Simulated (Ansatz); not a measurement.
GePd (model structure, started from the CsCl type, Pm-3m, No. 221, 2 atoms in the cell): formation enthalpy by level of theory

No measured value is used here.

```
level (code)         value (eV/atom)
-------------------  ---------------
PBE (Ansatz)              (withheld)
PBEsol (Ansatz)               -0.300
PBE-D3(BJ) (Ansatz)           -0.299
r²SCAN (Ansatz)               -0.156
```

Problem. Some entries are withheld; supply them.

Solution. 
- PBE (Ansatz, a quantum-chemistry and plane-wave program), value (eV/atom): -0.249

Each level is taken at its own relaxed cell. Ansatz's density-functional and Hartree–Fock values are scalar-relativistic unless marked +SOC, with PAW data made under PBE.

A model structure was made by putting elements into a prototype or built by hand; it is no filed structure, need not be a known phase, and can be a saddle point held by its symmetry.
